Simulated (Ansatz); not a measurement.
How far PBE and PBEsol part for hypothetical P4_2/mnm MgO, pressure −1 GPa

The parent structure is MgO (space group P4_2/mnm, No. 136; a = 5.565 Å, c = 3.292 Å; a hypothetical phase, not in the database extracts checked).

(Cell as relaxed with PBE.)

Levels (all Ansatz, a quantum-chemistry and plane-wave program, PAW): PBE (420 eV, scalar-relativistic without spin-orbit coupling); PBEsol (420 eV, without spin-orbit coupling).

Each level relaxes its own structure.

```csv
base,PBE,PBEsol
volume per atom,12.75 Å³,12.43 Å³
lattice parameter a,5.565 Å,5.510 Å
band gap,3.38 eV,3.36 eV
```

Perturbation: hydrostatic tension (pressure −1 GPa).

```json
[
 {"quantity": "lattice parameter a", "PBE": "5.588 Å", "PBEsol": "…"},
 {"quantity": "shift of the gap caused by the change", "PBE": "-0.04 eV", "PBEsol": "…"},
 {"quantity": "band gap", "PBE": "3.34 eV", "PBEsol": "…"},
 {"quantity": "smallest direct gap", "PBE": "3.35 eV", "PBEsol": "…"}
]
```

Q: What does PBEsol give?

A: 
- lattice parameter a, PBEsol: 5.533 Å
- shift of the gap caused by the change, PBEsol: -0.04 eV
- band gap, PBEsol: 3.32 eV
- smallest direct gap, PBEsol: 3.33 eV

PBE's lattice parameter a lies 0.055 Å above PBEsol's (1.0 %); PBE's band gap lies 0.02 eV above PBEsol's; PBE's smallest direct gap lies 0.02 eV above PBEsol's; the two agree on the shift of the gap caused by the change. Neither level is exact; PBEsol is the comparison here, not a measurement.

Load acts through the strain it causes; cell and atoms are relaxed under it. Stability against distortions was not tested.
